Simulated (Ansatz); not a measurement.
**WRe3 (model structure, started from the A15 type, Pm-3n, No. 223, 8 atoms in the cell): bulk modulus B0 by level of theory**

No measured value is used here.

| level (code) | value (GPa) | cell (Å³/atom) |
|---|---|---|
| LDA (Ansatz) | 375 | 14.85 |
| PBEsol (Ansatz) | 362 | 15.09 |
| r²SCAN (Ansatz) | 361 | 15.24 |

Density-functional levels without +SOC have no spin–orbit coupling. LDA, PBEsol, r²SCAN: the run has no spin polarisation, so it can have missed a magnetic state. LDA, PBEsol, r²SCAN: the bulk modulus is −V dP/dV from two relaxed cells at ±2 % in volume. Each level is taken at its own relaxed cell. Cutoffs differ between the levels. Ansatz's density-functional and Hartree–Fock values are scalar-relativistic unless marked +SOC, with PAW data made under PBE.

A model structure was made by putting elements into a prototype or built by hand; it is no filed structure, need not be a known phase, and can be a saddle point held by its symmetry.

Ansatz is a quantum-chemistry and plane-wave program.
